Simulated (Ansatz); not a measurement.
# SnTe: energy against strain

SnTe (rock salt, Fm-3m, 30.296 Å³/atom at rest) under an equal strain ε in the (111) plane with the normal axis free, as in a coherent film. LDA in Ansatz, a plane-wave DFT program (PAW, default set), 420 eV, 9×9×9 Γ-centred mesh, Fermi-Dirac smearing 0.05 eV; ions are relaxed within the symmetry of each cell.

Here s stands for strain and y for E less E0.

```csv
strain (%),E less E0 (meV/atom)
-1.25,2.24
-0.83,0.98
-0.42,0.25
0.00,0.00
0.42,0.25
0.83,0.95
1.25,2.14
2.50,?
```

Taking a parabola for y over the 7 complete rows: Least squares gives y = 0.001 - 0.0309·s + 1.4005·s². Residuals (row less fit): 0.012, -0.011, -0.011, -0.001, 0.015, 0.010, -0.011; standard error 0.014 (degrees of freedom: 4). Twice the quadratic coefficient over the volume, 2 × 1.4005 meV × 10⁴ × 0.1602 / 30.296 Å³, is twice the biaxial elastic modulus of this plane = 148 ± 1.0 GPa.

**Question.** Estimate the missing y (s = 2.50); what did the run itself give?

**Answer.** y = 0.001 - 0.0309 × 2.50 + 1.4005 × 2.50² = 8.677 meV/atom. The calculation gives 8.38 meV/atom, 0.297 meV/atom below the prediction (3.5 % of the range of y in the table). The row lies outside the fitted rows, so this is an extrapolation. From the scatter of the fitted rows alone, a prediction at this place has a standard error of 0.055 meV/atom, so the miss is 5.4 times that.

One order more, fitted to all 13 runs of the series, follows each within 0.04, so the miss is the next term of a smooth law. This level leaves no gap over 0.05 eV at strain -1.25, -0.83, 1.25, 2.50, where the mesh may be coarse. SnTe stands in this structure, which distorts at low temperature. Rows are the converged runs of the series near zero and its far end; series whose fitted rows scatter by over a few per cent of the range, as at a crossing or softening among them, aren't shown in this form. Most that stay on the fit to the last digits aren't either.
